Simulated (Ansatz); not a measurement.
The parent structure is Ru in the hcp (Mg type) structure (space group P6_3/mmc, No. 194; a = 2.704 Å, c = 4.263 Å; relaxed with 0.1 eV smearing). Axes: x lies along a and z along c of the hexagonal cell.

Level of theory: r2SCAN (Ansatz, a first-principles code; PAW; 500 eV plane waves; no SOC).

For the base:

| Quantity | Result |
|---|---|
| Volume per atom | 13.50 Å³ |

One thing is altered: compressive biaxial strain of 1.00 % in the plane normal to [001], as in epitaxy on a mismatched substrate; the out-of-plane cell vector and the atoms relax.

Question: What does the calculation give for the in-plane stress after the change?

Answer: The mean in-plane stress (compression positive) is +7.4 GPa.

Question: What happens to the volume per atom?

Answer: The volume per atom falls by 0.20 Å³ to 13.30 Å³.

Stability against distortions was not tested. The final runs are not spin-polarised.
